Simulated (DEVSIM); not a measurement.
Structure: Ni/Al2O3/SiO2/p-Si capacitor, at 300 K.

```tsv
layer (left to right)	material	thickness (nm)	Na (cm⁻³)
1	Al2O3	7.70	-
2	SiO2	1.40	-
3	Si	4100	2e16
```

Metal gate on the left, work function 5.1 eV. Fixed charge at the semiconductor interface -9.3e11 cm⁻² (in units of +e); interface traps 7.2e10 cm⁻² eV⁻¹, uniform in energy, neutral level at 0.5 of the gap above the valence band.

Constants are typed, rounded textbook-type inputs, not results; the design itself was drawn at random and stands for no fabricated device. Values at 300 K.

```csv
parameter,Al2O3,SiO2,Si
gap (eV),6.8,9,1.124
affinity (eV),1.35,0.9,4.05
permittivity,9,3.9,11.7
Nc (cm⁻³),-,-,2.86e19
Nv (cm⁻³),-,-,3.1e19
```

DEVSIM, 1D Poisson equation in equilibrium, Boltzmann statistics, complete ionisation; no quantum confinement or tunnelling. Metal contacts follow the ideal Schottky-Mott rule: no Fermi-level pinning, no interface dipoles.

Question: Tabulate band edges, carrier densities and field at 0.9 V on the gate.

Answer: Energies count from the Fermi level of the right contact; mesh points crowd at the junctions.

```
x (μm)    Ec (eV)  Ev (eV)  n (cm⁻³)  p (cm⁻³)  field (V/cm)
--------  -------  -------  --------  --------  ------------
0.000       2.850   -3.950     < 1e2     < 1e2        260000
0.001416    2.887   -3.913     < 1e2     < 1e2        260000
0.003850    2.950   -3.850     < 1e2     < 1e2        260000
0.006377    3.015   -3.785     < 1e2     < 1e2        260000
0.008027    3.520   -5.480     < 1e2     < 1e2        600000
0.008722    3.561   -5.439     < 1e2     < 1e2        600000
0.009805    0.437   -0.687    1.3e12     9.0e7         54000
0.01405     0.460   -0.664    5.4e11     2.2e8         53000
0.02218     0.502   -0.622    1.1e11     1.1e9         50000
0.04231     0.596   -0.528     2.7e9    4.2e10         44000
0.09088     0.773   -0.351   2900000    4.0e13         29000
0.2704      0.933   -0.191      6000    1.9e16           300
0.6202      0.934   -0.190      5800    2.0e16           ≈ 0
1.486       0.934   -0.190      5800    2.0e16           ≈ 0
3.201       0.934   -0.190      5800    2.0e16           ≈ 0
3.733       0.934   -0.190      5800    2.0e16           ≈ 0
3.954       0.934   -0.190      5800    2.0e16           ≈ 0
4.043       0.934   -0.190      5800    2.0e16           ≈ 0
4.089       0.934   -0.190      5800    2.0e16           ≈ 0
4.101       0.934   -0.190      5800    2.0e16           ≈ 0
4.107       0.934   -0.190      5800    2.0e16           ≈ 0
4.109       0.934   -0.190      5800    2.0e16           ≈ 0
```
